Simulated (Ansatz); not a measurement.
Start from CdTe in the zinc blende structure (space group F-43m, No. 216).

```xyz
2
Lattice="0.0000 3.2788 3.2788 3.2788 0.0000 3.2788 3.2788 3.2788 0.0000" Properties=species:S:1:pos:R:3 pbc="T T T"
Te     4.9182     4.9182     4.9182
Cd     0.0000     0.0000     0.0000
```

Cartesian axes are those of the cell as printed.

Levels (all Ansatz, a quantum-chemistry and plane-wave program, PAW): r2SCAN (500 eV, scalar-relativistic without spin-orbit coupling); HSE06 (420 eV, scalar-relativistic without spin-orbit coupling).

Its gap is 1.17 eV with r2SCAN and 1.51 eV with HSE06.

One thing is altered: tensor shear ε_xz = −1.12 % (engineering shear γ = -0.0224); the atoms relax in the strained cell.

With r2SCAN the gap becomes 1.10 eV.

**Question.** If the HSE06 correction stayed the same, what would the HSE06 gap be, and what does the HSE06 run give?

**Answer.** A rigid correction of +0.34 eV gives 1.44 eV. The HSE06 run gives 1.45 eV, so the two effects roughly add.

Single points use the geometry relaxed with r2SCAN. Spin-orbit coupling, missing from the scalar runs, can matter with Te. Whether these cells are dynamically stable was not tested.
